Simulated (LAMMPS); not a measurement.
Simulation of a melt made from Ni (fcc), 256 atoms, at 2250 K and 2 GPa, brought to that temperature within a few picoseconds.

Computed with MD with a machine-learned potential, pair style snap, file Ni_Zuo_JPCA2020.snap, run in LAMMPS.

Q: What does the simulation give for the state found, the first peak of g(r), the enthalpy per atom?

A: state found: liquid; first peak of g(r): 2.38 Å, height 2.6; enthalpy per atom: -4.823 ± 0.005 eV/atom.

Caution: a run this short can hold a crystal over, or a liquid under, the potential's own melting point, which these runs don't give.
